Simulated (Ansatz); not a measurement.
# Habitual settings against a tight run: Cs2AgAsF6 (Fm-3m, 10 atoms in the cell)

Self-consistent single point.

```xyz
10
Lattice="0.0000 4.5397 4.5397 4.5397 0.0000 4.5397 4.5397 4.5397 0.0000" Properties=species:S:1:pos:R:3 pbc="T T T"
Cs     6.8095     6.8095     6.8095
Cs     2.2698     2.2698     2.2698
Ag     4.5397     4.5397     4.5397
As     0.0000     0.0000     0.0000
F      2.0585     4.5397     4.5397
F      7.0209     4.5397     4.5397
F      4.5397     2.0585     4.5397
F      4.5397     7.0209     4.5397
F      4.5397     4.5397     2.0585
F      4.5397     4.5397     7.0209
```

Level of theory: PBEsol, default PAW files made with PBE (plane waves; Ansatz, a quantum-chemistry and plane-wave program).

Base settings: basis.ecutwfc = 30.9 Ry; kpoints.mp_grid.grid = 3 3 3; hamiltonian.xc = pbesol; hamiltonian.pseudopotentials = {kind: paw} (the program's default PAW files); scf.occupations.method = gaussian; scf.occupations.width = 0.0007 Ry.

Tight run (finer mesh or higher cutoff; not a proven limit): basis.ecutwfc: 30.9 Ry → 43.4 Ry; kpoints.mp_grid.grid: 3 3 3 → 5 5 5; scf.convergence.dr2_threshold: default (1e-07 eV) → 1e-09 eV. It gave top of the valence band (on the code's own zero) 5.75 eV; gap on the k-point mesh 2.43 eV; pressure -1.20 GPa; largest force (vector length) 0.098 eV/Å.

Quick runs, as changes from the base:
- A: the base itself
- B: basis.ecutwfc: 30.9 Ry → 18.4 Ry; hamiltonian.xc: pbesol → lda [LDA (PW92)]

Gaps are read on each run's own mesh, which may miss the band edges.

† marks runs with another functional, U, potentials or spin treatment: their distance from the tight run is not a convergence error alone.

The count of work is k-points × plane waves × bands × iterations; it is no time. 

Pressures in the table are Ansatz's without its Pulay estimate, at a fixed set of plane waves; the tight run's value above holds the estimate.

The starting cell comes from a database of computed structures (which also holds hypothetical and non-ambient phases and stackings), without a prior relaxation at this level. Its lattice was rescaled by a random factor within 2.5 % of one.

```
run  pressure less tight (GPa)  largest miss in a force vector (eV/Å)  gap on the mesh less tight (eV)  count of work / tight
---  -------------------------  -------------------------------------  -------------------------------  ---------------------
A                        -0.41                                  0.001                            0.317                   0.22
B†                      -88.22                                  0.453                            0.312                  0.099
```

Left out of this page: 2 runs of the series with a known weakness of the program; 1 run of the series outside the window shown, repeating another row's setting, or not comparable; 1 run of the series unsound by tests on forces, stress, charge or solver warnings.

Keys are those of Ansatz 0.2.
